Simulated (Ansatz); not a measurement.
Given:

```
CELL_PARAMETERS angstrom
      0.00000     2.60592     2.58259
      2.60592     0.00000     2.58259
      2.60592     2.60592     0.00000
ATOMIC_POSITIONS crystal
  Mg 0.00000 0.00000 0.00000
  S  0.50000 0.50000 0.50000
```

Method: r2SCAN with spin-orbit coupling, rigid bands (plane waves, PAW; Ansatz, a program for electronic structure). Condition of this run: uniaxial stress zz = 1 GPa (compression positive) (the target of the relaxation). Cell: cell and atoms relaxed with r2SCAN, then loaded as said.

### Question
What conductivity effective mass do dilute holes have at 300 K?

### Answer
1.17 (x), 1.17 (y), 1.30 (z) mₑ.

### Question
What conductivity effective mass do dilute electrons have at 300 K?

### Answer
0.33 (x), 0.33 (y), 0.45 (z) mₑ.

### Question
And the band gap?

### Answer
3.40 eV at this level; semilocal functionals usually fall short of the measured gap.

Rigid bands, one relaxation time for all states, no polarons.
